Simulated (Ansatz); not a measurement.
Consider K in the bcc (W type) structure (space group Im-3m, No. 229; relaxed with 0.1 eV smearing).

```
CELL_PARAMETERS angstrom
     -2.60731     2.60731     2.60731
      2.60731    -2.60731     2.60731
      2.60731     2.60731    -2.60731
ATOMIC_POSITIONS crystal
  K  0.00000 0.00000 0.00000
```

Cartesian axes are those of the cell as printed.

The values are results of Ansatz (an electronic-structure program) PBEsol, scalar-relativistic without spin-orbit coupling, not measurements.

Base values:

- Volume per atom: 70.90 Å³

Now apply this change: biaxial strain −1.67 %, plane normal [111], relaxed out of plane (Cartesian); in-plane vectors clamped, the third vector and the atoms free.

Task: What does the calculation give for the volume per atom after the change?

Result: The volume per atom shrinks by 1.66 Å³ (70.90 Å³ → 69.24 Å³).

Whether these cells are dynamically stable was not tested.
